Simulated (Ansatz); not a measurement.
## MoSi (model structure, started from the FeB type, Pnma, No. 62, 8 atoms in the cell): equilibrium volume per atom by level of theory

No measured value is used here.

| level (code) | value (Å³/atom) |
|---|---|
| PBE (Ansatz) | (withheld) |
| PBEsol (Ansatz) | 13.85 |
| PBE-D3(BJ) (Ansatz) | 13.76 |

Problem. Fill in the missing entries.

Solution. 
- PBE (Ansatz, an electronic-structure program), value (Å³/atom): 14.21

Ansatz's density-functional and Hartree–Fock values are scalar-relativistic unless marked +SOC, with PAW data made under PBE.

A model structure was made by putting elements into a prototype or built by hand; it is no filed structure, need not be a known phase, and can be a saddle point held by its symmetry.
